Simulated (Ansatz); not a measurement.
Ta5Ge3 (I4/mcm, No. 140; cell taken from a computed entry), treated with r²SCAN-D4 in Ansatz (plane waves, PAW).

Settings: plane-wave cutoff 500 eV, 8×8×8 k mesh, Fermi–Dirac smearing 0.05 eV, scalar-relativistic PAW data made under PBE.

Computed at the level's own relaxed cell.

Question: What does this level give for the equilibrium volume per atom, lattice constant a and lattice parameter c?

Answer: 
* **equilibrium volume per atom**: 16.43 Å³/atom
* **lattice constant a**: 6.617 Å
* **lattice parameter c**: 12.004 Å

The run finds no gap.

Note: the relaxation could not lower the start's symmetry, so the cell can be a saddle point above a distorted one.

Spin–orbit coupling is not included.

Computed values are for the static lattice.

Computing time: roughly 9 core-minutes.

Ansatz is a first-principles code.
